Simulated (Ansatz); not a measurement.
**tetragonal MoSi2 (1 1 0) on Si0.875Ge0.125, ordered (0 0 1), Ga on 3 of 6 substrate sites at each interface (film strained to the substrate, started from cuts of the bulks and a machine-learned relaxation)**

A periodic stack without vacuum, tetragonal MoSi2 (1 1 0) on Si0.875Ge0.125, ordered (0 0 1), Ga on 3 of 6 substrate sites at each interface (film strained to the substrate, started from cuts of the bulks and a machine-learned relaxation): substrate slab Ge6Si54Ga6, film Mo20Si40, surface cells [[-1, 2], [-1, -1]] and [[1, 3], [-2, -1]], film strained by -1.2 and +2.6 %, outermost planes Si/Si and MoSi/MoSi as cut, which need not be the usual terminations and can put a slab off its formula.

The start was prepared with a machine-learned potential, and the result is one local minimum, with the in-plane cell held and forces under 0.04 eV/Å; the film can end far from its bulk form.

All values below come from PBE (plane waves to 420 eV, PAW; Ansatz, a program for electronic structure). Spin–orbit coupling is left out; the runs are not spin-polarised; PBE gaps are too small against experiment. Its k-point mesh 2×4×1, Fermi–Dirac width 0.05 eV.

interface area: 90.8 Å²
period: 24.82 Å
gaps between the outermost planes at the two interfaces: 2.02 and 1.86 Å
Ga–Si contacts across the interfaces within 1.22 times the sum of covalent radii: 9, mean 2.69 Å
Ga–Mo contacts across the interfaces within 1.22 times the sum of covalent radii: 6, mean 2.68 Å
Si–Si contacts across the interfaces within 1.22 times the sum of covalent radii: 6, mean 2.52 Å
Mo–Si contacts across the interfaces within 1.22 times the sum of covalent radii: 6, mean 2.56 Å

```xyz
126
Lattice="12.2985 0.0001 -0.1258 -2.4595 7.3794 0.0483 0.1530 -0.1278 24.8166" Properties=species:S:1:pos:R:3 pbc="T T T"
Ge     2.5387     4.7557     5.1081
Ge     7.4251     2.2595     5.0513
Ge    12.3120    -0.1866     4.9978
Si     3.6986     1.0684     5.1341
Si     6.1871     6.0022     4.9649
Si    11.1432     3.5532     5.0767
Ga     3.2122     2.3550     1.0375
Ga     7.7929     1.0866     1.0941
Ga    10.6921     4.8281     0.9884
Si     1.6142     7.0118     0.9301
Si     6.9238     3.6804     1.0078
Si    11.6303     2.1566     0.8361
Si     4.9716     3.4536     2.3039
Si     9.9390     1.1564     2.2118
Si     0.0233     6.0691     2.4302
Si     1.1980     2.3610     2.4131
Si     6.0508    -0.1526     2.2304
Si     8.6402     4.6700     2.2805
Si     5.5015     1.6308     3.7199
Si     8.0316     6.5997     3.5545
Si     0.6200     4.1972     3.7667
Si     1.8643     0.5092     3.7426
Si     4.3271     5.3634     3.5874
Si     9.3322     2.9114     3.7073
Ge     2.5741     4.7367    10.6616
Ge     7.4566     2.2703    10.5607
Ge    12.3634    -0.2000    10.4887
Si     3.8427     1.0678    10.6101
Si     6.2436     5.9696    10.4647
Si    11.1629     3.5075    10.5394
Si     3.1254     2.8877     6.5139
Si     8.0652     0.3940     6.4100
Si    10.5315     5.3572     6.4599
Si     1.8853     6.6089     6.5169
Si     6.8060     4.1706     6.3883
Si    11.7505     1.6991     6.4112
Si     4.9961     3.5276     7.8022
Si     9.9063     1.0634     7.7547
Si     0.0852     5.9825     7.9341
Si     1.3069     2.2807     7.9090
Si     6.2172    -0.1822     7.7872
Si     8.6666     4.7341     7.7708
Si     5.6100     1.6674     9.1451
Si     8.0631     6.5800     9.1109
Si     0.6827     4.1182     9.2792
Si     1.9705     0.4484     9.2707
Si     4.3822     5.3533     9.1773
Si     9.3162     2.9018     9.1513
Si     3.2424     2.8612    12.0547
Si     8.1253     0.3420    11.8712
Si    10.5462     5.3291    11.9438
Si     1.9839     6.6275    12.0712
Si     6.8403     4.2019    11.8946
Si    11.7695     1.6562    11.9120
Si     5.0947     3.5733    13.3770
Si     9.9037     1.0457    13.2403
Si     0.0985     6.0334    13.3755
Si     1.3754     2.1953    13.3482
Si     6.3547    -0.2273    13.3465
Si     8.6890     4.6851    13.2673
Ga     6.4619     1.9053    14.5736
Ga     7.8596     6.4796    14.6950
Ga     0.8488     4.1432    14.6766
Si     1.8085     0.3640    14.7989
Si     4.8263     5.4669    14.8158
Si     8.8693     2.7120    14.5650
Mo     1.7810     4.4383    17.0202
Mo     6.1913     5.9109    16.8989
Mo    -1.7441     7.3656    17.0206
Mo     5.1753     1.4721    16.9075
Mo     9.6705     2.9710    16.9282
Mo    -0.4285     3.6891    19.2150
Mo     4.0106     5.1694    19.1346
Mo     8.4087     6.6356    19.1234
Mo     2.9836     0.7263    19.1296
Mo     7.4265     2.2091    19.0683
Mo     9.6575     2.9435    21.3478
Mo     1.7828     4.4090    21.4285
Mo     6.2248     5.8911    21.3850
Mo    -1.6109     7.3784    21.4780
Mo     5.2472     1.4740    21.3581
Mo     7.4768     2.2066    23.6083
Mo    -0.4408     3.6267    23.7108
Mo     3.9955     5.1560    23.6043
Mo     8.4900     6.6526    23.5703
Mo     3.1329     0.7178    23.6568
Si     2.5804     1.9650    16.8598
Si     7.0169     3.4530    16.8133
Si    -0.8686     4.8810    16.9238
Si     3.5195     6.3892    16.8721
Si    10.4649     0.5204    16.8204
Si     4.3398     3.9230    16.8545
Si     8.8383     5.4099    16.8491
Si     0.9398     6.9003    16.8824
Si     7.8348     0.9946    16.7903
Si    -0.0734     2.4990    16.9032
Si     0.3812     1.2260    19.1657
Si     4.8140     2.6917    19.1002
Si     9.2414     4.1753    19.1010
Si     1.3606     5.6525    19.1746
Si     5.7971     7.1225    19.1239
Si     2.1790     3.1916    19.1639
Si     6.6124     4.6751    19.1031
Si    -1.2583     6.1473    19.2022
Si     5.6229     0.2557    19.0848
Si    10.0599     1.7276    19.0856
Si    10.5099     0.4676    21.3540
Si     2.6368     1.9530    21.4195
Si     7.0506     3.4362    21.3913
Si    -0.8339     4.8981    21.4715
Si     3.5959     6.3642    21.4241
Si    -0.0244     2.4419    21.4791
Si     4.4098     3.9472    21.4150
Si     8.8475     5.4276    21.3928
Si     1.0013     6.8852    21.4737
Si     7.8694     0.9756    21.3510
Si     5.8484     7.0769    23.6819
Si     0.5273     1.1460    23.7731
Si     4.9044     2.7220    23.6449
Si     9.2371     4.1609    23.6246
Si     1.3718     5.5328    23.7610
Si    10.0331     1.6980    23.5821
Si     2.1764     3.1838    23.6782
Si     6.6293     4.7508    23.8286
Si    -1.1650     6.1702    23.7270
Si     5.7494     0.2718    23.6028
```
